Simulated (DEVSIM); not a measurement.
Structure: double heterostructure, Ge between p- and n-type Si, at 300 K.

```
layer (left to right)  material  thickness (μm)  Nd (cm⁻³)  Na (cm⁻³)  τn (s)  τp (s)
---------------------  --------  --------------  ---------  ---------  ------  ------
1                            Si           0.980          -     1.4e18  1.1e-5  1.1e-5
2                            Ge           0.450     5.9e15          -  1.1e-5  1.1e-5
3                            Si           0.320     3.7e17          -  1.1e-5  1.1e-5
```

Left contact: ohmic. Right contact: ohmic. Voltage is applied to the left contact. Recombination: SRH at mid-gap, radiative. Mobility is constant in doping.

The device is made up for the run: typed textbook-type constants, with dimensions and the other settings drawn at random. Values at 300 K.

```
parameter           Si       Ge
-------------  -------  -------
gap (eV)         1.124    0.664
affinity (eV)     4.05        4
permittivity      11.7       16
Nc (cm⁻³)      2.86e19  1.04e19
Nv (cm⁻³)       3.1e19     6e18
μn (cm²/Vs)       1417     3900
μp (cm²/Vs)        470     1900
B (cm³/s)      4.7e-15  6.4e-14
```

Simulated with DEVSIM: 1D drift-diffusion, Boltzmann statistics, complete ionisation; no tunnelling, impact ionisation, image-force lowering or self-heating. Band offsets follow the typed affinities; no thermionic-emission limit at abrupt steps, no polarisation charge.

Problem. Tabulate band edges, carrier densities and field at 0.65 V on the left contact.

Solution. Energies count from the Fermi level of the right contact; mesh points crowd at the junctions.

```csv
x (μm),Ec (eV),Ev (eV),n (cm⁻³),p (cm⁻³),field (V/cm)
0.000,0.394,-0.730,< 1e2,1.4e18,≈ 0
0.009019,0.394,-0.730,6.5e10,1.4e18,≈ 0
0.03481,0.394,-0.730,2.5e11,1.4e18,≈ 0
0.1133,0.394,-0.730,8.1e11,1.4e18,≈ 0
0.4618,0.394,-0.730,3.3e12,1.4e18,≈ 0
0.8047,0.394,-0.730,5.8e12,1.4e18,≈ 0
0.9218,0.394,-0.730,6.6e12,1.4e18,≈ 0
0.9695,0.311,-0.813,1.7e14,5.7e16,-160000
0.9795,0.043,-1.081,5.5e18,1.4e12,-430000
0.9874,0.022,-0.642,4.4e18,4.6e18,-2800
1.010,0.022,-0.642,4.5e18,4.5e18,≈ 0
1.116,0.022,-0.642,4.5e18,4.5e18,≈ 0
1.298,0.022,-0.642,4.5e18,4.5e18,≈ 0
1.387,0.022,-0.642,4.5e18,4.5e18,≈ 0
1.423,0.022,-0.642,4.4e18,4.6e18,2900
1.431,0.035,-1.089,7.3e18,6.9e11,220000
1.441,0.102,-1.022,5.6e17,7.9e12,17000
1.470,0.112,-1.012,3.7e17,1.1e13,200
1.603,0.112,-1.012,3.7e17,5.6e12,≈ 0
1.700,0.112,-1.012,3.7e17,1.9e12,≈ 0
1.736,0.112,-1.012,3.7e17,5.6e11,≈ 0
1.750,0.112,-1.012,3.7e17,310,≈ 0
```
